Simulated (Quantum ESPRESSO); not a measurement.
Troubleshooting Quantum ESPRESSO: a failed run on MgH2 (Pbcn, 12 atoms in the cell). The aim is a self-consistent single point with DFT, LDA (PZ), plane waves, GBRV 1.5 ultrasoft (LDA) pseudopotentials.

Cell that was meant: a = 4.4791 Å, b = 5.3926 Å, c = 4.8955 Å, α = 90.00°, β = 90.00°, γ = 90.00°.

Part of the input:

```fortran
 ecutwfc = 40
 ecutrho = 200
 occupations = 'fixed'
 nbnd = 22
/
&electrons
 conv_thr = 1e-10
```

Output (repeated stretches shortened):

```
 %%%%%%%%%%%%%%%%%%%%%%%%%%%%%%%%%%%%%%%%%%%%%%%%%%%%%%%%%%%%%%%%%%%%%%%%%%%%%%
     Error in routine setup (1):
     too few bands
 %%%%%%%%%%%%%%%%%%%%%%%%%%%%%%%%%%%%%%%%%%%%%%%%%%%%%%%%%%%%%%%%%%%%%%%%%%%%%%

     stopping ...
```

Read the log: what does the program object to, and what is the fix?

The fault is too few bands; here the program stops on it instead of giving results. To fix it, raise the band count or leave it to the default. The program stopped before any SCF iteration.

The sound input it was made from differs as follows (other fixes are possible):
```diff
- nbnd = 22
+ nbnd = 32
```

With that input, the run converged in 11 iterations: free energy E − TS -6933.7397 eV; top of the valence band (on the code's own zero) 2.04 eV; gap on the k-point mesh 3.41 eV; pressure -1.63 GPa; largest force (vector length) 0.029 eV/Å (DFT, LDA (PZ), plane waves, GBRV 1.5 ultrasoft (LDA) pseudopotentials).

On the sound input: the starting cell comes from a database of computed structures (which also holds hypothetical and non-ambient phases and stackings), without a prior relaxation at this level.
